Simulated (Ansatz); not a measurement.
Start from ZrN in the rock salt structure (space group Fm-3m, No. 225; a = 4.596 Å; relaxed with 0.1 eV smearing).

Calculations: Ansatz (an electronic-structure program) PBE, without spin-orbit coupling, earlier PAW set.

Base values:

The pressure is 0.0 GPa.

Now apply this change: every lattice vector is stretched by 1.26 %; the atoms relax in the strained cell.

How does this affect the energy relative to the base?

The energy rises by 13 meV/atom.

How does this affect the pressure?

The pressure goes from zero to -8.6 GPa.

No phonon test of stability was made. All final runs are without spin polarisation. An odd electron count without spin: ZrN.
